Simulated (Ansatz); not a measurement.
The parent structure is CdSe in the wurtzite structure (space group P6_3mc, No. 186; a = 4.302 Å, c = 7.021 Å).

The change: every Se is replaced by S; the structure is relaxed again.

Level of theory: PBEsol (Ansatz, a program for electronic structure), spin-orbit coupling left out.

Base, band edges from the VBM (valence, conduction): K -1.71, 4.10; H -1.14, 3.67; M -0.77, 3.12; L -1.36, 2.83; A -0.40, 2.28; Γ 0.00, 0.54 eV.

Task: Give the band edges at the high-symmetry points of the new zone, measured from its valence-band maximum.

Result: 
| point | valence edge (eV) | conduction edge (eV) |
|---|---|---|
| Γ | 0.00 | 1.09 |
| M | -0.78 | 3.63 |
| K | -1.70 | 4.49 |
| A | -0.40 | 2.75 |
| L | -1.37 | 3.36 |
| H | -1.15 | 4.30 |

The gap is 1.09 eV, direct at Γ.

Whether these cells are dynamically stable was not tested.
